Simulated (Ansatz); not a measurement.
Computed with PBE (plane waves to 420 eV, PAW; Ansatz, a program for electronic structure).

Electrostatic potential energy of an electron, averaged over planes parallel to the surface, in eV from the Fermi level, for Sn on the 1x1 (111) surface of fcc Ag, one in a 2x2 cell, started at the site 'hollow Ag-Ag-Ag over Ag at depth 2.4 Å':

| z (Å) | V (eV) |
|---|---|
| 5.30 | 4.50 |
| 5.59 | 4.50 |
| 5.89 | 4.49 |
| 6.18 | 4.49 |
| 6.48 | 4.48 |
| 6.77 | 4.47 |
| 7.07 | 4.44 |
| 7.36 | 4.38 |
| 7.66 | 4.26 |
| 7.95 | 3.99 |
| 8.24 | 3.43 |
| 8.54 | 2.21 |
| 8.83 | -0.97 |
| 9.13 | -6.19 |
| 9.42 | -10.52 |
| 9.72 | -11.95 |
| 10.01 | -9.92 |
| 10.31 | -5.32 |
| 10.60 | -0.59 |
| 10.89 | 0.97 |
| 11.19 | -1.07 |
| 11.48 | -5.98 |
| 11.78 | -10.42 |
| 12.07 | -12.11 |
| 12.37 | -10.36 |
| 12.66 | -5.87 |
| 12.96 | -0.97 |
| 13.25 | 0.97 |
| 13.54 | -0.78 |
| 13.84 | -5.60 |
| 14.13 | -10.14 |
| 14.43 | -12.01 |
| 14.72 | -10.46 |
| 15.02 | -6.09 |
| 15.31 | -1.13 |
| 15.61 | 1.11 |
| 15.90 | -0.09 |
| 16.19 | -4.44 |
| 16.49 | -9.22 |
| 16.78 | -11.75 |
| 17.08 | -10.96 |
| 17.37 | -7.16 |
| 17.67 | -2.23 |
| 17.96 | 0.70 |
| 18.26 | 0.90 |
| 18.55 | 1.13 |
| 18.84 | 1.85 |
| 19.14 | 1.86 |
| 19.43 | 1.31 |
| 19.73 | 1.66 |
| 20.02 | 2.87 |
| 20.32 | 3.59 |
| 20.61 | 3.93 |
| 20.91 | 4.09 |
| 21.20 | 4.17 |
| 21.49 | 4.21 |
| 21.79 | 4.23 |
| 22.08 | 4.24 |
| 22.38 | 4.24 |
| 22.67 | 4.25 |
| 22.97 | 4.25 |
| 23.26 | 4.25 |

Slab: 17 atoms, 7.1 Å thick at the start under the adsorbate (thin: gaps and levels are the slab's own); k 6x6x1, smearing 0.1 eV, dipole-corrected; 8 atoms held, the rest relaxed; held to the start's symmetry, so lower structures may exist; spin-polarised, no spin-orbit, no U, no dispersion correction. The starting moment vanished. At the end it is bonded to 3 Ag. In PBE this state lies 0.04 eV over the lowest of the starts that converged ('bridge Ag-Ag (span 2.9 Å)').

The vacuum level lies 4.25 eV above the Fermi level over the top face and 4.50 eV above it under the bottom face.
